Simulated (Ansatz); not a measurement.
BaZrO3: band gap against strain

BaZrO3 (cubic perovskite, Pm-3m, 14.614 Å³/atom at rest, cube axes along x, y and z) under an equal strain ε along all three axes. PBEsol in Ansatz, a plane-wave DFT program (PAW, default set), 420 eV, 8×8×8 Γ-centred mesh, Fermi-Dirac smearing 0.05 eV; ions are relaxed within the symmetry of each cell. Gaps are the smallest over the k-mesh and a band path, without spin-orbit coupling; in all rows the valence edge lies at about 1.3 Å⁻¹ from Γ and the conduction edge at Γ.

Here s stands for strain and Eg for gap.

| strain (%) | gap (eV) |
|---|---|
| -1.20 | 3.25 |
| -0.60 | 3.21 |
| 0.00 | 3.17 |
| 0.60 | 3.14 |
| 1.20 | 3.09 |
| 3.00 | ? |

The 5 complete rows are fitted with a straight line, Eg against s. Means: s 0, Eg 3.172. About the means, the sum of products is -0.23400 and the sum of squares of s is 3.6000; the slope is their ratio. Least squares gives Eg = 3.172 - 0.0650·s. Residuals (row less fit): 0.000, -0.001, -0.002, 0.007, -0.004; standard error 0.005 (degrees of freedom: 3). Over these rows the gap moves by -6.5 ± 0.3 eV per unit strain, or -2.2 eV per unit of ln V.

### Question
Predict the withheld Eg at s = 3.00 from the fit, and compare with the calculation.

### Answer
Eg = 3.172 - 0.0650 × 3.0 = 2.977 eV. The calculation gives 2.97 eV, 0.007 eV below the prediction (2.5 % of the range of Eg in the table). The row lies outside the fitted rows, so this is an extrapolation. The fitted rows scatter only by rounding.

The primitive cell can neither tilt nor turn polar against its symmetry, as such crystals can under strain. Rows are the converged runs of the series near zero and its far end; series whose fitted rows scatter by over a few per cent of the range, as at a crossing or softening among them, aren't shown in this form. Most that stay on the fit to the last digits aren't either.
